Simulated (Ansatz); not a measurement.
Start from GaP in the zinc blende structure (space group F-43m, No. 216; a = 5.438 Å).

Modification: 0.402 electrons added to each cell, a density of 1.0×10^22 cm⁻³, with a uniform compensating background at fixed cell and a 300 K Fermi–Dirac width.

Calculations: PBEsol in Ansatz (plane waves to 420 eV, PAW, no spin-orbit coupling).

Base, band edges from the VBM (valence, conduction): X -2.73, 1.50; W -3.51, 4.60; L -1.14, 1.60; Γ 0.00, 1.80; K -2.30, 2.06; U -2.30, 2.06 eV.

Question: Give the band edges at the high-symmetry points of the new zone, measured from its valence-band maximum.

Answer: 
```csv
point,valence edge (eV),conduction edge (eV)
Γ,0.00,1.77
X,-2.76,1.35
U,-2.32,1.94
K,-2.32,1.94
L,-1.15,1.54
W,-3.57,4.47
```

The gap is 1.32 eV, indirect, Γ → Γ–X (87 % along).

Charged cell with a jellium background: band edges are those of the host's band count, energies are not comparable with the neutral cell, and many-body gap narrowing is missing. Stability against distortions was not tested.

Ansatz is a program for electronic structure.
